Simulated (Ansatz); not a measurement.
Hypothetical P4_2/mnm InP: pressure series

Consider InP (space group P4_2/mnm, No. 136; a hypothetical phase, not in the database extracts checked).

```
InP
1.0
    7.27655     0.00000     0.00000
    0.00000     7.27655     0.00000
    0.00000     0.00000     4.21578
In P
4 4
Direct
  0.82186   0.17814   0.50000
  0.17814   0.82186   0.50000
  0.32186   0.32186   0.00000
  0.67814   0.67814   0.00000
  0.81951   0.81951   0.50000
  0.18049   0.18049   0.50000
  0.68049   0.31951   0.00000
  0.31951   0.68049   0.00000
```

Cell and atoms are relaxed at each pressure.

Levels (all Ansatz, a quantum-chemistry and plane-wave program, PAW): PBE (420 eV, no spin-orbit coupling); PBEsol (420 eV, without spin-orbit coupling).

The base cell above is that of PBE; each level relaxes its own structures.

| case | shortest interatomic distance, PBE | shortest interatomic distance, PBEsol |
|---|---|---|
| pressure 0.3 GPa | 2.556 Å | 2.522 Å |
| pressure 0.7 GPa | 2.550 Å | ? |
| pressure 1.5 GPa | 2.539 Å | ? |
| pressure 3 GPa | 2.518 Å | 2.488 Å |

Problem. What belongs in the blanks?

Solution. 
- pressure 0.7 GPa, shortest interatomic distance, PBEsol: 2.517 Å
- pressure 1.5 GPa, shortest interatomic distance, PBEsol: 2.506 Å

PBE lies above PBEsol in every row, by 0.030 Å to 0.034 Å. They put the cases in the same order.

Load acts through the strain it causes; cell and atoms are relaxed under it. No phonon test of stability was made.
